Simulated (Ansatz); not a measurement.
Worked example: self-consistent single point of Ti3Zn (I4/mmm, 4 atoms in the cell) in Ansatz (an electronic-structure program).

Computed with LDA (PW92), PAW files made with PBE (plane waves; Ansatz).

```
CELL_PARAMETERS angstrom
     -1.94369     1.94369     4.14949
      1.94369    -1.94369     4.14949
      1.94369     1.94369    -4.14949
ATOMIC_POSITIONS crystal
  Ti 0.75000 0.25000 0.50000
  Ti 0.25000 0.75000 0.50000
  Ti 0.50000 0.50000 0.00000
  Zn 0.00000 0.00000 0.00000
```
Moments meant for the start (each program seeds them in its own way; μB, in the order of the atoms Ti Ti Ti Zn): 1.0 1.0 1.0 0.0.

Reference input (self-consistent single point, DFT, PBEsol, plane waves, PAW files made with PBE): kpoints.mp_grid.grid = 6 6 6; hamiltonian.xc = pbesol; hamiltonian.pseudopotentials = {kind: paw} (an earlier, softer set of the program's PAW files); magnetization.spin_polarized = true; scf.occupations.method = fermi_dirac; scf.occupations.width = 0.1 eV. This run's input differs from it in these lines:

Ansatz 0.2 input:
```diff
@@ -15,3 +15,3 @@
 hamiltonian:
-  xc: pbesol
+  xc: lda
   pseudopotentials:
```

Output, abridged:

```
SCF iter   1: F=—  HF=-10599.022535 eV  |F-HF|=—  |Δ(HF+E_count)|=         —  Δρ=7.48e-2 (↑7.48e-2 ↓5.13e-2)  dr2=4.56e0  dr2_m=1.14e0  M=0.333 μB ∫|m|=0.410 μB  β_m=0.30  ethr=3.10e-3  ⟨swp⟩=4.8  Hψ=6581  notcnv=0
Mixer restart at iter 1: flushing history
all-band conjugate gradients solve this SCF's bands
preconditioner: auto → Kerker (q_TF=auto, 2.609 Å⁻¹)
spin=Collinear: Kerker preconditioning applied to the charge; magnetization (m = ρ↑ − ρ↓) channel mixes plain (no charge-response kernel on spin).
   [... lines left out ...]
SCF iter  11: F=—  HF=-10597.795467 eV  |F-HF|=—  |Δ(HF+E_count)|=   1.77e-8  Δρ=2.73e-6 (↑2.38e-6 ↓2.73e-6)  dr2=2.37e-8  dr2_m=2.43e-11  M=0.000 μB ∫|m|=0.000 μB  β_m=0.98  ethr=1.68e-10  ⟨swp⟩=2.0  Hψ=2704  notcnv=0
SCF iter  12: F=-10597.795467 eV  HF=-10597.795467 eV  |F-HF|=4.16e-8  |Δ(HF+E_count)|=   1.60e-8  Δρ=3.04e-6 (↑2.93e-6 ↓3.04e-6)  dr2=4.35e-8  dr2_m=2.65e-12  M=0.000 μB ∫|m|=0.000 μB  ethr=4.94e-11  ⟨swp⟩=1.7  Hψ=4440  notcnv=0
SCF 1 converged in 12 iterations: F = -10597.795467 eV  dr2 = 4.35e-8
WARN: the starting moments were not kept: the SCF closed with an absolute magnetisation of 5.1e-6 μB, where they sum to 3 μB in size (3 sites) …
Magnetization: 0.0000 μB (24.0000 up, 24.0000 down)
   [... lines left out ...]
Absolute magnetization: 0.0000 μB (∫|ρ↑−ρ↓|, with the PAW one-centre terms)
Free energy (F): -10597.795467 eV
Fermi energy:    13.215217 eV
   [... lines left out ...]
  atom   1  Ti     0.00000000    -0.00000000     0.00000000
   [... zero for the other atoms too ...]
--- Stress (GPa, compression-positive) ---
       -4.764989       0.000000      -0.000000
        0.000000      -4.764989       0.000000
       -0.000000       0.000000      -5.919810
  P = ⅓ Tr σ = -5.1499 GPa (-51.499 kbar)
  The stress holds the Pulay correction. Without it, at fixed plane waves, as pw.x and ABINIT print it: P = -5.1781 GPa
```

The run converged in 12 iterations. Against the reference run the pressure goes from -0.53 to -5.15 GPa.

The starting cell comes from a database of computed structures (which also holds hypothetical and non-ambient phases and stackings), without a prior relaxation at this level. Its lattice was rescaled by a random factor within 2.5 % of one. The starting moments vanished: the run ended non-magnetic. The program warned that a starting moment was not kept. With a pressure of about -5 GPa the cell is away from its equilibrium volume at this level. Ansatz's pressure includes its estimate of the finite-basis (Pulay) stress.
